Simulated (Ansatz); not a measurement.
A zone-centre phonon calculation of CrW (Cmmm, 2 atoms in the cell) with Ansatz (a program for electronic structure).

Computed with LDA (PW92), default PAW files made with PBE (plane waves; Ansatz).

```
CELL_PARAMETERS angstrom
      1.53661    -2.20218     0.00000
      1.53661     2.20218     0.00000
      0.00000     0.00000     4.23919
ATOMIC_POSITIONS crystal
  Cr 0.00000 0.00000 0.00000
  W  0.50000 0.50000 0.50000
```

Reference input (self-consistent single point, DFT, LDA (PW92), plane waves, default PAW files made with PBE): basis.ecutwfc = 420 eV; kpoints.mp_grid.grid = 13 13 8; hamiltonian.xc = lda; hamiltonian.pseudopotentials = {kind: paw} (the program's default PAW files); scf.occupations.method = gaussian; scf.occupations.width = 0.1 eV. This run's input differs from it in these lines:

```diff
@@ -17,6 +17,5 @@
   occupations: { method: gaussian, width: 0.1 }
-output:
-  forces: true
-  eigenvalues: true
-  stress: true
+  convergence: { dr2_threshold: 1.0e-07 eV }
+phonons:
+  method: dfpt
```

Output, abridged:

```
SCF iter   1: F=—  HF=-13452.551889 eV  |F-HF|=—  |Δ(HF+E_count)|=         —  Δρ=1.85e-2  dr2=1.38e-1  ethr=1.77e-3  ⟨swp⟩=4.9  Hψ=17896  notcnv=0
all-band conjugate gradients solve this SCF's bands
preconditioner: auto → none
SCF iter   2: F=—  HF=-13452.547811 eV  |F-HF|=—  |Δ(HF+E_count)|=   4.08e-3  Δρ=1.21e-2  dr2=7.06e-2  ethr=4.93e-4  ⟨swp⟩=1.9  Hψ=6777  notcnv=0  defer=3
   [... lines left out ...]
SCF iter   4: F=—  HF=-13452.542615 eV  |F-HF|=—  |Δ(HF+E_count)|=   9.17e-4  Δρ=5.25e-4  dr2=2.74e-5  ethr=1.02e-5  ⟨swp⟩=2.0  Hψ=7281  notcnv=0  defer=3
SCF iter   5: F=—  HF=-13452.542618 eV  |F-HF|=—  |Δ(HF+E_count)|=   3.56e-6  Δρ=8.40e-5  dr2=1.75e-6  ethr=9.78e-8  ⟨swp⟩=2.0  Hψ=7365  notcnv=0  defer=7
SCF iter   6: F=—  HF=-13452.542619 eV  |F-HF|=—  |Δ(HF+E_count)|=   3.14e-7  Δρ=2.26e-5  dr2=1.05e-7  ethr=6.24e-9  ⟨swp⟩=2.1  Hψ=5968  notcnv=0  defer=7
SCF iter   7: F=-13452.542619 eV  HF=-13452.542619 eV  |F-HF|=5.81e-9  |Δ(HF+E_count)|=   6.67e-9  Δρ=4.31e-6  dr2=6.70e-9  ethr=3.57e-10  ⟨swp⟩=7.7  Hψ=23192  notcnv=0
SCF 1 converged in 7 iterations: F = -13452.542619 eV  dr2 = 6.70e-9
DFPT response loops at Γ: preconditioner auto → Kerker (q_TF=auto, 2.717 Å⁻¹) (partly filled bands, converged f_vac=0.000) …
Free energy (F): -13452.542619 eV
Internal energy: -13452.536345 eV  (E = F + TS)
E sigma→0 (E₀):  -13452.539482 eV
Entropy (-TS):   -0.006273 eV (-3.137 meV/atom)
Fermi energy:    19.746371 eV
--- Phonons (Γ-DFPT): 6 representative perturbations + reference, on 245 of 1352 k-points (Σ response iterations 24) ---
  k mesh reduced under 8 symmetry operations, with k and −k counted as one. Each operation leaves every solved displacement unchanged or reverses it
  ASR residual: 2.496e-3 → 0.000e0 eV/Å²; symmetrization residual: 7.292e-6 eV/Å²
  ASR residual per site (eV/Å²): 1.80e-3 2.50e-3
  Γ frequencies (cm⁻¹): 0.00 0.00 0.00 160.50 215.89 262.29
  non-analytic LO–TO correction: not included (Born effective charges unavailable; polar crystals: no LO–TO splitting at Γ)
```

The run converged in 7 iterations. 

Summary of the result:
- Free energy E − TS (on the zero of these files): -13452.5426 eV
- Fermi level (on the code's own zero): 19.75 eV
- Zone-centre frequencies (cm⁻¹; negative means imaginary): 0, 0, 0, 160, 216, 262

The starting cell comes from a database of computed structures (which also holds hypothetical and non-ambient phases and stackings), without a prior relaxation at this level. Its lattice was rescaled by up to half a per cent. Spin polarisation is off.

Cost on one core of a shared machine: roughly 80 s.

Keys are those of Ansatz 0.2.
